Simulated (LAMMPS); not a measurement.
MD of CdTe (zinc blende) at zero pressure, 4096 atoms, as a liquid; each row is its own run.

Level of theory: classical MD, pair style sw, file CdTeZnSeHgS0.sw, run in LAMMPS.

```csv
T (K),volume (Å³/atom)
1080,35.702
1220,35.785
1350,36.016
1490,36.571
1760,38.022
1890,38.927
2160,41.796
```

Q: Fit a straight line, y = a + b x, to these rows (x is the first column, y the second) and predict the run at x = 1690.

A: Least squares gives a = 28.936 and b = 0.005504. At x = 1690 the fit predicts 38.238 Å³/atom. The run itself gave 37.60 ± 0.03 Å³/atom, so the fit is 1.7 % high.

Caution (rows 1080; 1220): enthalpy drifts during the constant-pressure average: a transition or slow ageing; fluctuation values are void.

Caution: the real compound melts congruently only under the pressure of its own vapour and loses its more volatile element when open.

Caution (rows 1080; 1220; 1350; 1490): this liquid lies under the melting point of about 1610 K that CdTeZnSeHgS0.sw gives, so it is undercooled.
